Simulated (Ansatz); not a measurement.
We consider CaC6 (R-3m, No. 166, 7 atoms in the cell), described by PBEsol-D3(BJ) (plane waves, PAW; Ansatz, an electronic-structure program).

Run with plane-wave cutoff 520 eV, 16×16×16 k mesh, Fermi–Dirac smearing 0.05 eV, scalar-relativistic PAW data made under PBE.

Cell (relaxed at this level):

```cif
data_C6Ca
_chemical_formula_sum 'Ca1 C6'
_space_group_name_H-M_alt 'P 1'
_space_group_IT_number 1
_cell_length_a 5.02346
_cell_length_b 5.02346
_cell_length_c 5.02346
_cell_angle_alpha 50.910
_cell_angle_beta 50.910
_cell_angle_gamma 50.910
loop_
_space_group_symop_operation_xyz
  'x, y, z'
loop_
_atom_site_label
_atom_site_type_symbol
_atom_site_fract_x
_atom_site_fract_y
_atom_site_fract_z
_atom_site_occupancy
Ca1 Ca 0.00000 0.00000 0.00000 1
C1 C 0.16675 0.83325 0.50000 1
C2 C 0.50000 0.16675 0.83325 1
C3 C 0.83325 0.50000 0.16675 1
C4 C 0.83325 0.16675 0.50000 1
C5 C 0.50000 0.83325 0.16675 1
C6 C 0.16675 0.50000 0.83325 1
```

Question: What does this level give for the bulk modulus B0?

Answer: 
- bulk modulus B0 = 123 GPa

The run finds no gap.

Note: the relaxation could not lower the start's symmetry, so the cell can be a saddle point above a distorted one; the bulk modulus comes from volumes at which shape and atoms were relaxed.

Computed values are for the static lattice.
